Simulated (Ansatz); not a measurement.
The starting structures come from a database of crystals and need not be the phases stable at ambient conditions.

Inside the gap of an insulator the Bloch states are evanescent, with a wavenumber k + iκ along the transport direction.

Data:

```
CELL_PARAMETERS angstrom
      6.56027     0.00000     0.00000
      0.00000     9.59823     0.00000
      0.00000     0.00000     7.01785
ATOMIC_POSITIONS crystal
  Ca 0.52810 0.25000 0.58932
  Ca 0.47190 0.75000 0.41068
  Ca 0.02810 0.75000 0.91068
  Ca 0.97190 0.25000 0.08932
  Hf 0.00000 0.00000 0.50000
  Hf 0.50000 0.00000 0.00000
  Hf 0.50000 0.50000 0.00000
  Hf 0.00000 0.50000 0.50000
  S  0.11979 0.25000 0.46729
  S  0.88021 0.75000 0.53271
  S  0.61979 0.75000 0.03271
  S  0.38021 0.25000 0.96729
  S  0.31659 0.93880 0.69040
  S  0.68341 0.06120 0.30960
  S  0.81659 0.06120 0.80960
  S  0.18341 0.93880 0.19040
  S  0.18341 0.56120 0.19040
  S  0.81659 0.43880 0.80960
  S  0.68341 0.43880 0.30960
  S  0.31659 0.56120 0.69040
```

Space group of this cell: Pnma. The cell is taken as given; by r2SCAN its mean pressure is -0.9 GPa.

Transport runs along the normal of the first two printed cell vectors.

No gap correction and no spin-orbit coupling; mid-gap values are interpolated between computed energies.

Compute, with r2SCAN in Ansatz (a quantum-chemistry and plane-wave program), the band gap and the smallest decay constant κ at mid-gap.

Gap 1.85 eV on a 6×4×4 mesh; κ = 0.171 1/Å, at the zone centre.
